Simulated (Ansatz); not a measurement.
Start from SnSe2 in the CdI2 type structure (space group P-3m1, No. 164; a = 3.8258 Å, c = 6.2309 Å; layered, stacked along the Cartesian z axis).

Perturbation: a free-standing slab of 3 layers (9 atoms, 3 a layer) is cut normal to the stacking axis, with 15 Å of vacuum and the in-plane cell relaxed.

Levels (all Ansatz, a quantum-chemistry and plane-wave program, PAW): r2SCAN+rVV10 (500 eV, scalar-relativistic without spin-orbit coupling); HSE06 (420 eV, scalar-relativistic without spin-orbit coupling).

The geometry is relaxed with r2SCAN+rVV10.

```
Quantity                Result
---------------------  -------
r2SCAN+rVV10 band gap  0.99 eV
```

With HSE06 at the same geometry, the band gap grows by 0.37 eV, from 0.99 eV to 1.36 eV.

Single points use the geometry relaxed with r2SCAN+rVV10. HSE06 gaps are upper bounds (no full band path). Stability against distortions was not tested.
